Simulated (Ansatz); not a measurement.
Consider BeS in the zinc blende structure (space group F-43m, No. 216; a = 4.8683 Å). Axes: x, y, z lie along the cube axes.

All numbers come from Ansatz (a first-principles code) r2SCAN, no spin-orbit coupling, earlier PAW set.

A first run, uniaxial strain ε_xx = −1.09 %, gives secant values C11 ≈ 170 GPa and C12 ≈ 67 GPa from its stress. A second run applies uniaxial stress, 3 GPa compression along x.

Question: What does linear elasticity predict for Young's modulus in the second run, and what does the run give?

Answer: Linear elasticity: (C11 − C12)(C11 + 2 C12)/(C11 + C12) = 130 GPa. The run gives 130 GPa; any difference comes from nonlinear terms at these strains and numerical noise.

Stability under load was not tested beyond the relaxation.
